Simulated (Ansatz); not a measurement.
The reference is K3Sb (space group P6_3/mmc, No. 194; a = 6.015 Å, c = 10.677 Å). Axes: x lies along a and z along c of the hexagonal cell.

The values are results of PBEsol, PAW, 420 eV (Ansatz, a program for electronic structure; no spin-orbit coupling), not measurements.

For the base:

- Electron mass = 0.091 mₑ along c, 0.13 mₑ across (at Γ)
- Band gap = 0.43 eV

Modification: the cell is compressed by 1.50 % along x with no lateral relaxation; the atoms relax in the strained cell.

Problem. How does this affect the stress?

Solution. The stress (xx, yy, zz, yz, xz, xy; compression positive) is (0.40, 0.18, 0.06, 0.00, 0.00, 0.00) GPa.

Problem. How does this affect the electron mass?

Solution. The electron mass becomes 0.094 mₑ along z, 0.13 mₑ across (at Γ) (base: 0.091 mₑ along c, 0.13 mₑ across (at Γ)).

Problem. Predict the new largest internal atomic displacement.

Solution. The largest internal atomic displacement is 0.027 Å.

Problem. What happens to the band gap?

Solution. The band gap falls by 0.012 eV, from 0.43 eV to 0.41 eV.

Spin-orbit coupling, missing from the scalar runs, can matter with Sb. Masses are band curvatures over ±0.01 Å⁻¹ around the edge. Whether these cells are dynamically stable was not tested.
